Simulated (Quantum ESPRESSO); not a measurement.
# Sensitivity of a calculation on PrIn₃ (Pm-3m, 4 atoms in the cell) to its settings

```xyz
4
Lattice="4.6707 0.0000 0.0000 0.0000 4.6707 0.0000 0.0000 0.0000 4.6707" Properties=species:S:1:pos:R:3 pbc="T T T"
In     0.0000     2.3354     2.3354
In     2.3354     0.0000     2.3354
In     2.3354     2.3354     0.0000
Pr     0.0000     0.0000     0.0000
```
Moments meant for the start (each program seeds them in its own way; μB, in the order of the atoms In In In Pr): 0.0 0.0 0.0 2.0.

Base run A: Quantum ESPRESSO 7.5 with PBEsol, SSSP 1.1.2 efficiency (PBE) pseudopotentials, self-consistent single point.

Its settings: ecutwfc = 55 Ry; ecutrho = 440 Ry; occupations = smearing; smearing = mp; degauss = 0.0073499 Ry; nspin = 2; input_dft = pbesol; potentials = {In: In.pbe-dn-rrkjus_psl.0.2.2.UPF, Pr: Pr.GGA-PBE-paw-v1.0.UPF}; K_POINTS = automatic 6 6 6 1 1 1; conv_thr = 1e-10 Ry; mixing_beta = 0.4.

The starting cell comes from a database of published, mostly measured structures (it also holds non-ambient and calculated ones), without a prior relaxation at this level. With one magnetic atom in the cell only a parallel order is possible. With U or open f shells several self-consistent states can exist. The f electrons are in the valence without U or exact exchange, which can misplace them near the Fermi level. Spin-orbit terms, which matter for f shells, are left out.

ΔF is the free energy per atom less that of run A. A dash stands where there is no value to compare (another energy zero or no entropy term, no result, no spin, no clean gap, or a mesh too coarse for one). 

Runs:
- B: ecutwfc: 55 Ry → 50 Ry; ecutrho: 440 Ry → 400 Ry
- C: degauss: 0.0073499 Ry → 0.036749 Ry
- D: degauss: 0.0073499 Ry → 0.02205 Ry; K_POINTS: automatic 6 6 6 1 1 1 → automatic 4 4 4 1 1 1

| run | ΔF (meV/atom) | pressure (GPa) | size of the net moment (μB/atom) | k-points | ending |
|---|---|---|---|---|---|
| A | 0.00 | -1.60 | 0.57 | 10 | converged |
| B | 0.67 | -1.57 | 0.57 | 10 | converged |
| C | -7.1 | -1.66 | 0.60 | 10 | converged |
| D | – | – | – | 4 | not converged |

Run C against A: The free energy falls by 7.1 meV/atom, the pressure moves little (-1.60 to -1.66 GPa) and the size of the net moment hardly changes (0.57 to 0.60 μB/atom).

Run D against A: The run ended unconverged after 100 iterations.
